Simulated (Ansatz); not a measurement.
```
Re
1.0
    2.73772     0.00000     0.00000
   -1.36886     2.37093     0.00000
    0.00000     0.00000     4.43012
Re
2
Direct
  0.33333   0.66667   0.25000
  0.66667   0.33333   0.75000
```

All values below come from PBEsol, DFPT electron-phonon coupling, linearised Boltzmann equation (plane waves, PAW, scalar-relativistic; Ansatz, an electronic-structure program). Condition of this run: hydrostatic pressure 5 GPa (the target of the relaxation). How the cell was made: relaxed with this functional, without spin-orbit coupling, then loaded as said.

Q: Predict λ, the logarithmic mean phonon energy and the superconducting Tc for μ* = 0.13 referred to 17.4 meV.

A: λ = 0.65, ħω_log = 16.0 meV, Tc 4.0 K from the anisotropic Eliashberg equations. μ* is a chosen number, and Tc is 6.6 K at 0.08 and 2.8 K at 0.16.

A metal at this level (no band gap). The phonons are harmonic. Spin-orbit coupling is left out, which matters with elements this heavy. For metals of groups 4 to 10, Tc at these values of μ* can lie well above the measured one. The self-energy correction of the phonons between q points moved λ by about 4 %. Halving the electron mesh (36x36x20) moves the coupling by up to 2 %, Tc by up to 3 %. Smearing 0.20 eV; phonons on a 6x6x3 q mesh, which this run doesn't test.
